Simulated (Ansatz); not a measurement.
A self-consistent single point of BAs (F-43m, 2 atoms in the cell) with Ansatz (an electronic-structure program).

Level of theory: LDA (PW92), default PAW files made with PBE (plane waves; Ansatz).

```xyz
2
Lattice="0.0000 2.4065 2.4065 2.4065 0.0000 2.4065 2.4065 2.4065 0.0000" Properties=species:S:1:pos:R:3 pbc="T T T"
B      1.2032     1.2032     1.2032
As     0.0000     0.0000     0.0000
```

Reference input (self-consistent single point, DFT, LDA (PW92), plane waves, default PAW files made with PBE): basis.ecutwfc = 30.9 Ry; kpoints.mp_grid.grid = 10 10 10; hamiltonian.xc = lda; hamiltonian.pseudopotentials = {kind: paw} (the program's default PAW files); scf.occupations.method = fixed. This run's input differs from it in these lines:

Ansatz 0.2 input:
```diff
@@ -10,3 +10,3 @@
 basis:
-  ecutwfc: 30.9 Ry
+  ecutwfc: 15.4 Ry
 kpoints:
```

The program printed (abridged):

```
SCF iter   1: F=—  HF=-4920.481287 eV  |F-HF|=—  |Δ(HF+E_count)|=         —  Δρ=1.73e-2  dr2=5.30e-2  ethr=1.77e-3  ⟨swp⟩=3.4  Hψ=2488  notcnv=0  defer=83
all-band conjugate gradients solve this SCF's bands
preconditioner: auto → none
SCF iter   2: F=—  HF=-4919.852505 eV  |F-HF|=—  |Δ(HF+E_count)|=   6.29e-1  Δρ=7.77e-3  dr2=1.97e-2  ethr=2.95e-4  ⟨swp⟩=2.0  Hψ=1516  notcnv=0  defer=82
SCF iter   3: F=—  HF=-4919.787700 eV  |F-HF|=—  |Δ(HF+E_count)|=   6.48e-2  Δρ=4.27e-3  dr2=4.44e-3  ethr=1.10e-4  ⟨swp⟩=2.0  Hψ=1136  notcnv=0  defer=86
SCF iter   4: F=—  HF=-4919.786042 eV  |F-HF|=—  |Δ(HF+E_count)|=   1.66e-3  Δρ=1.52e-3  dr2=8.72e-4  ethr=2.47e-5  ⟨swp⟩=3.0  Hψ=1135  notcnv=0  defer=87
SCF iter   5: F=—  HF=-4919.785734 eV  |F-HF|=—  |Δ(HF+E_count)|=   3.08e-4  Δρ=3.24e-4  dr2=1.57e-5  ethr=4.85e-6  ⟨swp⟩=2.0  Hψ=861  notcnv=0  defer=87
SCF iter   6: F=—  HF=-4919.785729 eV  |F-HF|=—  |Δ(HF+E_count)|=   5.10e-6  Δρ=1.27e-5  dr2=3.18e-8  ethr=5.56e-10  ⟨swp⟩=3.4  Hψ=2874  notcnv=0
SCF iter   7: F=-4919.785729 eV  HF=-4919.785729 eV  |F-HF|=9.64e-11  |Δ(HF+E_count)|=   2.72e-8  Δρ=1.03e-6  dr2=1.50e-10  ethr=1.76e-10  ⟨swp⟩=1.0  Hψ=1835  notcnv=0
SCF 1 converged in 7 iterations: F = -4919.785729 eV  dr2 = 1.50e-10
Free energy (F): -4919.785729 eV
Internal energy: -4919.785729 eV  (E = F + TS)
E sigma→0 (E₀):  -4919.785729 eV
Fermi energy:    10.501558 eV
--- Forces (eV/Å), atoms counted from 1 ---
  atom   1  B     -0.00000000     0.00000000    -0.00000000
  atom   2  As    -0.00000000     0.00000000    -0.00000000
--- Stress (GPa, compression-positive) ---
       -0.979174      -0.000000      -0.000000
       -0.000000      -0.979174       0.000000
       -0.000000       0.000000      -0.979174
  P = ⅓ Tr σ = -0.9792 GPa (-9.792 kbar)
  The stress holds the Pulay correction. Without it, at fixed plane waves, as pw.x and ABINIT print it: P = -106.6608 GPa
```

The run converged in 7 iterations. Against the reference run the free energy goes up by 1.86 eV/atom, the pressure goes from -6.73 to -0.98 GPa and the gap on the mesh goes from 1.149 to 1.204 eV.

The starting cell comes from a database of computed structures (which also holds hypothetical and non-ambient phases and stackings), without a prior relaxation at this level. Its lattice was rescaled by a random factor within 2.5 % of one. Ansatz's pressure includes its estimate of the finite-basis (Pulay) stress. Without the estimate this run gives -106.66 GPa. The cutoff lies below the one recommended for these files.
